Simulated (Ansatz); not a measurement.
## SnS2 with two functionals, pressure 30 GPa

Base system: SnS₂ in the CdI2 type structure (space group P-3m1, No. 164; a = 3.669 Å, c = 5.806 Å; layered, stacked along the Cartesian z axis).

(Cell as relaxed with PBE-D3(BJ).)

Levels (all Ansatz, a program for electronic structure, PAW): PBE-D3(BJ) (420 eV, scalar-relativistic without spin-orbit coupling); PBEsol-D3(BJ) (420 eV, no spin-orbit coupling).

Each level relaxes its own structure.

```
base                 PBE-D3(BJ)  PBEsol-D3(BJ)
-------------------  ----------  -------------
volume per atom        22.57 Å³       21.15 Å³
lattice parameter a    366.9 pm       362.6 pm
band gap                1.27 eV        0.96 eV
```

Now apply this change: a hydrostatic pressure of 30 GPa.

| quantity | PBE-D3(BJ) | PBEsol-D3(BJ) |
|---|---|---|
| c/a ratio | 1.388 | 1.383 |
| volume per atom | 16.36 Å³ | 15.93 Å³ |

PBE-D3(BJ)'s c/a ratio lies 0.005 above PBEsol-D3(BJ)'s; PBE-D3(BJ)'s volume per atom lies 0.43 Å³ above PBEsol-D3(BJ)'s (2.7 %). Neither level is exact; PBEsol-D3(BJ) is the comparison here, not a measurement.

The mesh was chosen for an insulator and is coarse for the gapless case. Load acts through the strain it causes; cell and atoms are relaxed under it. No phonon test of stability was made. Competing high-pressure phases were not computed. All final runs are without spin polarisation.
